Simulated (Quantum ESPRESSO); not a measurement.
Input and output of a self-consistent single point for NbPd₃ (I4/mmm, 4 atoms in the cell) (Quantum ESPRESSO).

Method: PBEsol, GBRV 1.5 ultrasoft (PBESOL) pseudopotentials (plane waves; Quantum ESPRESSO).

```yaml
crystal:
  lattice:
    - [1.95827, -1.95827, 4.01803]
    - [1.95827, 1.95827, 4.01803]
    - [-1.95827, -1.95827, 4.01803]
  atoms:
    - { symbol: Nb, position: [0.00000, 0.00000, 0.00000] }
    - { symbol: Pd, position: [0.00000, 0.50000, 0.50000] }
    - { symbol: Pd, position: [0.50000, 0.25000, 0.75000] }
    - { symbol: Pd, position: [0.50000, 0.75000, 0.25000] }
```

Reference input (self-consistent single point, DFT, PBEsol, plane waves, GBRV 1.5 ultrasoft (PBESOL) pseudopotentials): ecutwfc = 40 Ry; ecutrho = 320 Ry; occupations = smearing; smearing = cold; degauss = 0.0036749 Ry; potentials = {Nb: nb_pbesol_v1.uspp.F.UPF, Pd: pd_pbesol_v1.4.uspp.F.UPF}; K_POINTS = automatic 9 9 9 0 0 0; conv_thr = 1e-10 Ry; mixing_beta = 0.7. This run's input differs from it in these lines:

```diff
@@ -14,4 +14,4 @@
   ntyp = 2
-  ecutwfc = 40
-  ecutrho = 320
+  ecutwfc = 28
+  ecutrho = 224
   occupations = 'smearing'
```

Output, abridged:

```
     Self-consistent Calculation

     iteration #  1     ecut=    28.00 Ry     beta= 0.70

     negative rho (up, down):  2.345E-01 0.000E+00

     total energy              =    -710.22273296 Ry
     estimated scf accuracy    <       6.06334581 Ry

     iteration #  2     ecut=    28.00 Ry     beta= 0.70

     negative rho (up, down):  2.412E-01 0.000E+00

     total energy              =    -712.26244415 Ry
     estimated scf accuracy    <      15.47186566 Ry

     iteration #  3     ecut=    28.00 Ry     beta= 0.70

     negative rho (up, down):  2.435E-01 0.000E+00

     total energy              =    -713.50953329 Ry
     estimated scf accuracy    <       0.66204344 Ry

   [... 11 blocks of this kind left out ...]

     iteration # 15     ecut=    28.00 Ry     beta= 0.70

     negative rho (up, down):  2.444E-01 0.000E+00

     total energy              =    -713.78715953 Ry
     estimated scf accuracy    <          1.1E-10 Ry

     iteration # 16     ecut=    28.00 Ry     beta= 0.70

     negative rho (up, down):  2.444E-01 0.000E+00
     End of self-consistent calculation

     the Fermi energy is    19.2639 ev

!    total energy              =    -713.78715953 Ry
     estimated scf accuracy    <          1.8E-11 Ry
     smearing contrib. (-TS)   =      -0.00002269 Ry
     internal energy E=F+TS    =    -713.78713684 Ry

     convergence has been achieved in  16 iterations

     negative rho (up, down):  2.444E-01 0.000E+00

     Forces acting on atoms (cartesian axes, Ry/au):

     atom    1 type  1   force =    -0.00000000    0.00000000    0.00000000
   [... zero for the other atoms too ...]

     Total force =     0.000000     Total SCF correction =     0.000000

     negative rho (up, down):  2.444E-01 0.000E+00
          total   stress  (Ry/bohr**3)                   (kbar)     P=     -605.84
  -0.00411243   0.00000000  -0.00000000         -604.96        0.00       -0.00
   0.00000000  -0.00411243   0.00000000            0.00     -604.96        0.00
  -0.00000000  -0.00000000  -0.00413039           -0.00       -0.00     -607.60

   JOB DONE.
```

The run converged in 16 iterations. Against the reference run the free energy rises by 661 meV/atom and the pressure goes from -5.80 to -60.58 GPa.

The starting cell comes from a database of computed structures (which also holds hypothetical and non-ambient phases and stackings), without a prior relaxation at this level. Spin polarisation is off. At the lowered cutoff the pressure carries the error of an incomplete plane-wave basis.

Cost on one core of a shared machine: roughly 2 min.
